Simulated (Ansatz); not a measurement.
# Computed paths: interstitial Cu in 4H silicon carbide, charge state +1

System: interstitial Cu in 4H silicon carbide (charge state +1). Calculation: PBE, PAW (plane waves to 420 eV; Ansatz, a program for electronic structure).

Cell of 72 host sites held at the relaxed PBE lattice; the Γ point alone; Fermi-Dirac width 0.01 eV, spin-restricted; finite-size errors left in. No zero-point or tunnelling terms. The charge state is imposed; whether it is stable for some Fermi level was not computed. Sites that were not tried may lie lower.

Barriers: single points on a 2×2×2 k-point mesh shifted by half a step along c at the bands' geometries (they differ from the bands' own by up to 0.15 eV, and are uncertain by about as much).

```tsv
Route	Start site over the lowest site run (eV)	Hop (Å)	Forward barrier (eV)	Backward barrier (eV)	Neighbours at the start	Neighbours at the saddle	Saddle order	Forward, on the band's own sampling (eV)
one Cu atom jumps by itself	0.00	2.58	1.71	1.41	4 C at 1.97; 3 Si at 2.30, 3 Si at 2.32 Å	3 C at 1.98; 3 Si at 2.03 Å	not checked, on a symmetry element	1.86
```

Paths come from CI-NEB runs.  A band can be held on a symmetry element, so unchecked saddle points there may be too high. A further band (one Cu atom jumps by itself, 3.09 Å) gave 1.25 eV forward on its own sampling, 1.57 eV above the lowest site run, but a shoulder points to a second hump between its images, so it is not taken as a result.
